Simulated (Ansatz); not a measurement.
Worked example: self-consistent single point of WSi2 (I4/mmm, 3 atoms in the cell) in Ansatz (a program for electronic structure).

Computed with PBEsol, PAW files made with PBE (plane waves; Ansatz).

```
WSi2
1.0
   -1.60500     1.60500     3.91500
    1.60500    -1.60500     3.91500
    1.60500     1.60500    -3.91500
Si W
2 1
Direct
  0.66500   0.66500   0.00000
  0.33500   0.33500   0.00000
  0.00000   0.00000   0.00000
```

Reference input (self-consistent single point, DFT, PBE, plane waves, PAW files): kpoints.mp_grid.grid = 10 10 10; hamiltonian.xc = pbe; hamiltonian.pseudopotentials = {kind: paw} (an earlier, softer set of the program's PAW files); scf.occupations.method = fermi_dirac; scf.occupations.width = 0.0073 Ry. This run's input differs from it in these lines:

Ansatz 0.2 input:
```diff
@@ -13,3 +13,3 @@
 hamiltonian:
-  xc: pbe
+  xc: pbesol
   pseudopotentials:
```

Log, with long lists cut:

```
SCF iter   1: F=—  HF=-11502.245525 eV  |F-HF|=—  |Δ(HF+E_count)|=         —  Δρ=4.96e-2  dr2=9.95e-1  ethr=3.10e-3  ⟨swp⟩=5.7  Hψ=9139  notcnv=0
all-band conjugate gradients solve this SCF's bands
preconditioner: auto → Kerker (q_TF=auto, 2.466 Å⁻¹)
SCF iter   2: F=—  HF=-11501.994478 eV  |F-HF|=—  |Δ(HF+E_count)|=   2.51e-1  Δρ=2.64e-2  dr2=2.16e-1  ethr=3.10e-3  ⟨swp⟩=2.2  Hψ=2842  notcnv=0
SCF iter   3: F=—  HF=-11501.918428 eV  |F-HF|=—  |Δ(HF+E_count)|=   7.60e-2  Δρ=6.76e-3  dr2=1.50e-2  ethr=9.81e-4  ⟨swp⟩=2.7  Hψ=2759  notcnv=0
SCF iter   4: F=—  HF=-11501.912898 eV  |F-HF|=—  |Δ(HF+E_count)|=   5.53e-3  Δρ=5.24e-4  dr2=5.98e-5  ethr=6.81e-5  ⟨swp⟩=2.1  Hψ=2461  notcnv=0
SCF iter   5: F=—  HF=-11501.912884 eV  |F-HF|=—  |Δ(HF+E_count)|=   1.45e-5  Δρ=6.06e-5  dr2=1.01e-6  ethr=2.72e-7  ⟨swp⟩=2.5  Hψ=2551  notcnv=0
SCF iter   6: F=-11501.912884 eV  HF=-11501.912884 eV  |F-HF|=1.29e-8  |Δ(HF+E_count)|=   2.19e-8  Δρ=1.04e-5  dr2=3.90e-8  ethr=4.55e-10  ⟨swp⟩=6.0  Hψ=7152  notcnv=0
SCF 1 converged in 6 iterations: F = -11501.912884 eV  dr2 = 3.90e-8
Free energy (F): -11501.912884 eV
Internal energy: -11501.900871 eV  (E = F + TS)
E sigma→0 (E₀):  -11501.906877 eV
Entropy (-TS):   -0.012013 eV (-4.004 meV/atom)
Fermi energy:    16.594808 eV
--- Forces (eV/Å), atoms counted from 1 ---
  atom   1  Si    -0.00000000    -0.00000000     0.06325546
  atom   2  Si     0.00000000    -0.00000000    -0.06325546
  atom   3  W      0.00000000     0.00000000     0.00000000
--- Stress (GPa, compression-positive) ---
       -1.327892       0.000000       0.000000
        0.000000      -1.327892       0.000000
       -0.000000       0.000000      -1.213569
  P = ⅓ Tr σ = -1.2898 GPa (-12.898 kbar)
  The stress holds the Pulay correction. Without it, at fixed plane waves, as pw.x and ABINIT print it: P = -1.3268 GPa
```

The run converged in 6 iterations. Against the reference run the pressure goes from 3.98 to -1.29 GPa and the largest force goes from 0.117 to 0.063 eV/Å.

The starting cell has typed, rounded lattice constants, without a prior relaxation at this level. Spin polarisation is off. Ansatz's pressure includes its estimate of the finite-basis (Pulay) stress.
